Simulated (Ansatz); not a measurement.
GePd (model structure, started from the rocksalt type, Fm-3m, No. 225, 2 atoms in the cell)

The numbers are results of PBEsol (Ansatz, a quantum-chemistry and plane-wave program, plane waves, PAW), not measurements.

Run with plane-wave cutoff 500 eV, 12×12×12 k mesh, Fermi–Dirac smearing 0.05 eV, scalar-relativistic PAW data made under PBE.

Cell (relaxed at this level):

```
CELL_PARAMETERS angstrom
      0.00000     2.56506     2.56506
      2.56506     0.00000     2.56506
      2.56506     2.56506     0.00000
ATOMIC_POSITIONS crystal
  Ge 0.00000 0.00000 0.00000
  Pd 0.50000 0.50000 0.50000
```

For GePd (model structure, started from the rocksalt type, Fm-3m, No. 225, 2 atoms in the cell), the band gap is zero (no gap).

Note: the relaxation could raise the start's symmetry but not lower it, so the cell can be a saddle point.

Spin–orbit coupling is not included.

The computed numbers hold no vibrational or temperature effects.

A model structure was made by putting elements into a prototype or built by hand; it is no filed structure, need not be a known phase, and can be a saddle point held by its symmetry.
